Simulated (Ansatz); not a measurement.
By PBEsol, the system below comes out a metal.

The ballistic (Sharvin) conductance counts the channels at the Fermi level: G/A = (e²/h) × channels of both spins per area.

Input:

```
CELL_PARAMETERS angstrom
      3.19860     0.00000     0.00000
      0.00000     5.88028     0.00000
      1.59930    -2.94014     2.94014
ATOMIC_POSITIONS crystal
  Sn 0.75000 0.50000 0.00000
  Sn 0.00000 0.00000 0.00000
```

Space group of this cell: I4_1/amd. The cell is taken as given; by PBEsol its mean pressure is -1.5 GPa.

The current flows along the normal of the first two printed cell vectors, the (100) plane of the conventional cell. No spin-orbit coupling; the value is a mean over 0.1 eV about the Fermi level.

Problem. State the ballistic conductance per area according to PBEsol run with Ansatz (a program for electronic structure).

Solution. 0.83 × 10¹⁵ S/m² for both spins.
